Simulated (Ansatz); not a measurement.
Ansatz (an electronic-structure program) run on a (101) slab of Sr(NiAs)2 (cut from a parent of space group no. 139; 20 atoms in the cell): self-consistent single point.

Method of the run: PBEsol, default PAW files made with PBE (plane waves; Ansatz).

```yaml
crystal:
  lattice:
    - [4.07326, 0.00000, 0.00000]
    - [0.00000, 11.72169, 0.00000]
    - [0.00000, 0.00000, 18.52910]
  atoms:
    - { symbol: Sr, position: [0.00000, 0.03145, 0.39693] }
    - { symbol: Sr, position: [0.50000, 0.53145, 0.39693] }
    - { symbol: Sr, position: [0.00000, 0.91069, 0.60307] }
    - { symbol: Sr, position: [0.50000, 0.41069, 0.60307] }
    - { symbol: Ni, position: [0.50000, 0.25126, 0.44847] }
    - { symbol: Ni, position: [0.00000, 0.31163, 0.34540] }
    - { symbol: Ni, position: [0.00000, 0.75126, 0.44847] }
    - { symbol: Ni, position: [0.50000, 0.81163, 0.34540] }
    - { symbol: Ni, position: [0.50000, 0.13050, 0.65460] }
    - { symbol: Ni, position: [0.00000, 0.19088, 0.55153] }
    - { symbol: Ni, position: [0.00000, 0.63050, 0.65460] }
    - { symbol: Ni, position: [0.50000, 0.69088, 0.55153] }
    - { symbol: As, position: [0.50000, 0.21955, 0.32382] }
    - { symbol: As, position: [0.00000, 0.34334, 0.47006] }
    - { symbol: As, position: [0.00000, 0.71955, 0.32382] }
    - { symbol: As, position: [0.50000, 0.84334, 0.47006] }
    - { symbol: As, position: [0.50000, 0.09880, 0.52994] }
    - { symbol: As, position: [0.00000, 0.22259, 0.67619] }
    - { symbol: As, position: [0.00000, 0.59880, 0.52994] }
    - { symbol: As, position: [0.50000, 0.72259, 0.67619] }
```

Reference input (self-consistent single point, DFT, PBEsol, plane waves, default PAW files made with PBE): basis.ecutwfc = 420 eV; kpoints.mp_grid.grid = 5 2 1; hamiltonian.xc = pbesol; hamiltonian.pseudopotentials = {kind: paw} (the program's default PAW files); scf.occupations.method = cold; scf.occupations.width = 0.2 eV. This run's input differs from it in these lines:

Ansatz 0.2 input:
```diff
@@ -27,3 +27,3 @@
 basis:
-  ecutwfc: 420.0 eV
+  ecutwfc: 545.0 eV
 kpoints:
```

Output, abridged:

```
SCF iter   1: F=—  HF=-98919.828556 eV  |F-HF|=—  |Δ(HF+E_count)|=         —  Δρ=1.02e-2  dr2=6.49e-1  ethr=1.77e-3  ⟨swp⟩=14.2  Hψ=6175  notcnv=0
all-band conjugate gradients solve this SCF's bands
preconditioner: auto → LDOS
SCF iter   2: F=—  HF=-98919.844309 eV  |F-HF|=—  |Δ(HF+E_count)|=   1.58e-2  S|Δr|=    0.00e0  Δρ=9.92e-3  dr2=4.47e-1  ethr=2.14e-4  ⟨swp⟩=2.2  Hψ=2244  notcnv=0  defer=119
   [... lines left out ...]
SCF iter   8: F=—  HF=-98919.751374 eV  |F-HF|=—  |Δ(HF+E_count)|=   4.28e-6  S|Δr|=    0.00e0  Δρ=2.95e-5  dr2=6.27e-6  ethr=1.34e-8  ⟨swp⟩=1.3  Hψ=1006  notcnv=0  defer=66
SCF iter   9: F=—  HF=-98919.751375 eV  |F-HF|=—  |Δ(HF+E_count)|=   1.09e-6  S|Δr|=    0.00e0  Δρ=3.85e-6  dr2=1.06e-7  ethr=3.29e-11  ⟨swp⟩=13.0  Hψ=6948  notcnv=0
SCF iter  10: F=-98919.751376 eV  HF=-98919.751376 eV  |F-HF|=3.45e-8  |Δ(HF+E_count)|=   5.12e-7  S|Δr|=    0.00e0  Δρ=2.14e-6  dr2=3.77e-8  ethr=3.29e-11  ⟨swp⟩=8.3  Hψ=4324  notcnv=0
SCF 1 converged in 10 iterations: F = -98919.751376 eV  dr2 = 3.77e-8
Stability not checked (fill_not_monotonic)
Free energy (F): -98919.751376 eV
Internal energy: -98919.622368 eV  (E = F + TS)
E sigma→0 (E₀):  -98919.708373 eV
Entropy (-TS):   -0.129007 eV (-6.450 meV/atom)
Fermi energy:    2.535364 eV
--- Forces (eV/Å), atoms counted from 1 ---
  atom   1  Sr    -0.00000000     0.23252919    -0.44084224
  atom   2  Sr    -0.00000000     0.23252919    -0.44084224
  atom   3  Sr     0.00000000    -0.23252919     0.44084224
  atom   4  Sr     0.00000000    -0.23252919     0.44084224
   [... lines left out ...]
  atom  20  As    -0.00000000    -0.58188929    -0.01026972
--- Stress (GPa, compression-positive) ---
       -2.800200      -0.000000       0.000000
       -0.000000      -2.672245       0.234707
        0.000000       0.234708      -1.273642
  P = ⅓ Tr σ = -2.2487 GPa (-22.487 kbar)
  The stress holds the Pulay correction. Without it, at fixed plane waves, as pw.x and ABINIT print it: P = -2.2525 GPa
```

The run converged in 10 iterations. Against the reference run the free energy falls by 1.0 meV/atom and the largest force moves little (1.413 to 1.412 eV/Å).

The starting cell comes from a database of computed structures (which also holds hypothetical and non-ambient phases and stackings), without a prior relaxation at this level. The slab is cut from that crystal, and its faces are unrelaxed. Spin polarisation is off, so a magnetic state, if there is one, cannot be reached. Forces in this geometry exceed 1 eV/Å.

Cost on one core of a shared machine: roughly 2 min.
